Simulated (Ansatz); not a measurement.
Pressure series in TiTe2

Base system: TiTe$_{2}$ in the CdI2 type structure (space group P-3m1, No. 164; a = 3.6970 Å, c = 6.3842 Å; layered, stacked along the Cartesian z axis).

Cell and atoms are relaxed at each pressure.

Calculations: PBE-D3(BJ) (Ansatz, a first-principles code; PAW; 420 eV plane waves; scalar-relativistic without spin-orbit coupling).

Notes on the quantities. enthalpy: H = E + PV relative to the base's energy.

```json
[
 {"change": "base", "density": "6.66 g/cm³", "c/a ratio": "1.727", "shortest interatomic distance": "2.748 Å", "enthalpy": "–"},
 {"change": "pressure −2 GPa", "density": "6.24 g/cm³", "c/a ratio": "1.764", "shortest interatomic distance": "2.770 Å", "enthalpy": "-0.32 eV/atom"},
 {"change": "pressure −1 GPa", "density": "6.48 g/cm³", "c/a ratio": "1.739", "shortest interatomic distance": "2.758 Å", "enthalpy": "-0.16 eV/atom"},
 {"change": "pressure 3 GPa", "density": "7.07 g/cm³", "c/a ratio": "1.716", "shortest interatomic distance": "2.722 Å", "enthalpy": "+0.46 eV/atom"},
 {"change": "pressure 7 GPa", "density": "7.49 g/cm³", "c/a ratio": "1.719", "shortest interatomic distance": "2.693 Å", "enthalpy": "+1.03 eV/atom"},
 {"change": "pressure 15 GPa", "density": "8.14 g/cm³", "c/a ratio": "1.736", "shortest interatomic distance": "2.648 Å", "enthalpy": "+2.10 eV/atom"},
 {"change": "pressure 30 GPa", "density": "9.04 g/cm³", "c/a ratio": "1.768", "shortest interatomic distance": "2.587 Å", "enthalpy": "+3.93 eV/atom"},
 {"change": "pressure 50 GPa", "density": "___", "c/a ratio": "1.799", "shortest interatomic distance": "2.529 Å", "enthalpy": "+6.13 eV/atom"},
 {"change": "pressure 75 GPa", "density": "10.82 g/cm³", "c/a ratio": "___", "shortest interatomic distance": "___", "enthalpy": "+8.65 eV/atom"},
 {"change": "pressure 100 GPa", "density": "11.56 g/cm³", "c/a ratio": "1.850", "shortest interatomic distance": "2.431 Å", "enthalpy": "+10.99 eV/atom"}
]
```

**Question.** Some entries are withheld; estimate them.

**Answer.** 
- pressure 50 GPa, density: 9.93 g/cm³
- pressure 75 GPa, c/a ratio: 1.828
- pressure 75 GPa, shortest interatomic distance: 2.474 Å

Load acts through the strain it causes; cell and atoms are relaxed under it. Stability against distortions was not tested. Competing high-pressure phases were not computed. All final runs are without spin polarisation.
